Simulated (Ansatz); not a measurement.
A computed series for hypothetical cubic perovskite SrSnSe3: pressure series

The reference is SrSnSe3 in the cubic perovskite structure (space group Pm-3m, No. 221; a = 5.323 Å; a hypothetical phase, not in the database extracts checked).

Cell and atoms are relaxed at each pressure.

Level of theory: PBE/PAW in Ansatz (a quantum-chemistry and plane-wave program), scalar-relativistic without spin-orbit coupling.

Notes on the quantities. enthalpy: H = E + PV relative to the base's energy.

| case | enthalpy | shortest interatomic distance |
|---|---|---|
| base | – | 2.661 Å |
| pressure −1 GPa | -0.19 eV/atom | 2.683 Å |
| pressure 0.3 GPa | +0.06 eV/atom | 2.655 Å |
| pressure 0.7 GPa | +0.13 eV/atom | 2.648 Å |
| pressure 1.5 GPa | +0.28 eV/atom | 2.634 Å |
| pressure 3 GPa | +0.55 eV/atom | 2.609 Å |
| pressure 5 GPa | +0.90 eV/atom | 2.581 Å |
| pressure 7.5 GPa | +1.32 eV/atom | 2.551 Å |
| pressure 10 GPa | +1.73 eV/atom | [?] |

Problem. What belongs in the blanks?

Solution. 
- pressure 10 GPa, shortest interatomic distance: 2.526 Å

Load acts through the strain it causes; cell and atoms are relaxed under it. Whether these cells are dynamically stable was not tested. No other phases were tried under pressure. The final runs are not spin-polarised. Many cubic perovskites are stable only at high temperature; tilts and polar distortions were not tested.
